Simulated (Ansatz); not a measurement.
## Sn on the 1x1 (0001) surface of hcp Zr, one in a 2x2 cell, started at the site 'bridge Zr-Zr (span 3.2 Å)'

Calculation: PBE (plane waves to 420 eV, PAW; Ansatz, a first-principles code).

Slab: 17 atoms, 7.6 Å thick at the start under the adsorbate (thin: gaps and levels are the slab's own); k 5x5x1, smearing 0.1 eV, dipole-corrected; 8 atoms held, the rest relaxed; start symmetry kept, larger cells not searched; no spin, no spin-orbit, no U, no dispersion correction. At the end it is bonded to 3 Zr. In PBE it is, or lies within 0.03 eV of, the lowest of the starts that converged.

```
Item                                                                                                                                             Result
--------------------------------------------------------------------------------------  ---------------------------------------------------------------
adsorption energy against an atom of beta tin                                                                                                  -0.96 eV
work function of the top face                                                                                                                   4.57 eV
change of the work function                                                                                                                     0.41 eV
change of the step from the bottom to the top vacuum level, against the clean slab                                                              0.42 eV
energy released by relaxation                                                                                                                   0.64 eV
height of the binding atom over the mean of the host atoms within 0.3 Å of the top one                                                       4.355 bohr
nearest host atoms of the binding atom                                                                         Zr at 2.97 Å, Zr at 2.97 Å, Zr at 2.97 Å
largest move of a host atom                                                                                                                      0.21 Å
note                                                                                    in the relaxation the adsorbate left its starting site by 0.9 Å
cost                                                                                                                            roughly 12 core-minutes
```

A negative adsorption energy means that the adsorbate is more stable on the surface than in its reference.
